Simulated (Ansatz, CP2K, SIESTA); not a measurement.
Code comparison for ZnCu2SnS4 (I-4, 8 atoms in the cell)

Band-structure calculation.

```yaml
crystal:
  lattice:
    - [-2.63860, 2.63860, 5.27809]
    - [2.63860, -2.63860, 5.27809]
    - [2.63860, 2.63860, -5.27809]
  atoms:
    - { symbol: Zn, position: [0.75000, 0.25000, 0.50000] }
    - { symbol: Cu, position: [0.00000, 0.00000, 0.00000] }
    - { symbol: Cu, position: [0.25000, 0.75000, 0.50000] }
    - { symbol: Sn, position: [0.50000, 0.50000, 0.00000] }
    - { symbol: S, position: [0.36432, 0.37124, 0.47758] }
    - { symbol: S, position: [0.62876, 0.10634, 0.99308] }
    - { symbol: S, position: [0.89366, 0.88674, 0.52242] }
    - { symbol: S, position: [0.11326, 0.63568, 0.00692] }
```

Shared settings, as Ansatz (an electronic-structure program) writes them: kpoints.mp_grid.grid = 5 5 5; scf.occupations.method = fermi_dirac; scf.occupations.width = 0.05 eV. Potentials and cutoffs stand in the table.

```csv
code,model,gap along the path (eV),smallest direct gap (eV),cutoff
SIESTA,"GGA PBE, numerical atomic orbitals DZP, PseudoDojo PBE standard norm-conserving potentials (rewritten from UPF to PSML)",0.76,0.76,grid 400 Ry
Ansatz,"PBE, PAW files",0.47,0.47,default
CP2K,"PBE, GPW, DZVP-MOLOPT-SR-GTH basis, GTH-PBE potentials (GTH_POTENTIALS)",0.51,0.51,grid 600 Ry
```

The spread over the programs that give each value: gap along the path within 0.29 eV; smallest direct gap within 0.29 eV.

SIESTA and CP2K use small atom-centred bases, whose incompleteness enters pressures, forces and empty levels differently from a plane-wave cutoff.

The starting cell comes from a database of computed structures (which also holds hypothetical and non-ambient phases and stackings), without a prior relaxation at this level. Its lattice was rescaled by a random factor within 2.5 % of one.

Left out of this page: Quantum ESPRESSO (not drawn, or without a comparable value).

Keys are those of Ansatz 0.2.
